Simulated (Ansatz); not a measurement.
# Rh under a change: isotropic strain −1.50 %

Start from Rh in the fcc (Cu type) structure (space group Fm-3m, No. 225; a = 3.755 Å; relaxed with 0.1 eV smearing).

One thing is altered: an isotropic linear strain of −1.50 %, atoms relaxed at fixed cell.

The values are results of LDA/PAW in Ansatz (a first-principles code), without spin-orbit coupling, not measurements. Settings: 30×30×30 k-points, 0.1 eV Fermi–Dirac smearing.

- Volume per atom: 12.65 Å³ (base 13.24 Å³)
- Space group: Fm-3m (No. 225) (base Fm-3m (No. 225))
- Energy relative to the base (free energy F): +28 meV/atom
- Pressure: 16.0 GPa (base 0.0 GPa)
- Band gap: zero (base zero)

Final structure:

```yaml
crystal:
  lattice:
    - [0.00000, 1.84940, 1.84940]
    - [1.84940, 0.00000, 1.84940]
    - [1.84940, 1.84940, 0.00000]
  atoms:
    - { symbol: Rh, position: [0.00000, 0.00000, 0.00000] }
```

No phonon test of stability was made. All final runs are without spin polarisation.
